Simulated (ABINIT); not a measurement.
Band structure of BAs (F-43m, 2 atoms in the cell).

```xyz
2
Lattice="0.0000 2.3900 2.3900 2.3900 0.0000 2.3900 2.3900 2.3900 0.0000" Properties=species:S:1:pos:R:3 pbc="T T T"
B      0.0000     0.0000     0.0000
As     1.1950     1.1950     1.1950
```

Method of the run: PBE, PAW (JTH v2.0 PBE PAW) (plane waves; ABINIT).

Settings: pseudos = [B.GGA_PBE-JTH.xml, As.GGA_PBE-JTH.xml]; ecut = 40 Ry; pawecutdg = 80 Ry; pawxcdev = 0; ixc = 11; occopt = 3; tsmear = 0.00183747 Ha; ngkpt = 8 8 8; nshiftk = 1; shiftk = 0 0 0; potentials = JTH v2.0 PBE PAW; kptopt = 1; nstep = 80.

The starting cell has typed, rounded lattice constants, without a prior relaxation at this level.

Predict the gap along the standard path and the places of the band edges.

The gap along the path is 1.19 eV, from Γ to a point between Γ and X; the smallest direct gap on it is 3.27 eV.

Levels in eV from the top of the valence band on the SCF mesh, bands 6 to 13:
```
point       6      7      8      9    10    11     12     13
-----  ------  -----  -----  -----  ----  ----  -----  -----
Γ      -15.39   0.00   0.00   0.00  3.27  3.27   3.27   4.63
X      -11.22  -8.51  -4.07  -4.07  1.44  1.45  11.37  11.37
W      -11.06  -8.04  -5.47  -5.18  5.26  5.92   6.81   7.03
K      -11.26  -8.13  -5.93  -3.48  2.05  5.54   9.21   9.74
L      -12.52  -8.77  -1.82  -1.82  2.67  4.79   4.79   8.87
U      -11.26  -8.13  -5.93  -3.48  2.05  5.54   9.21   9.74
```
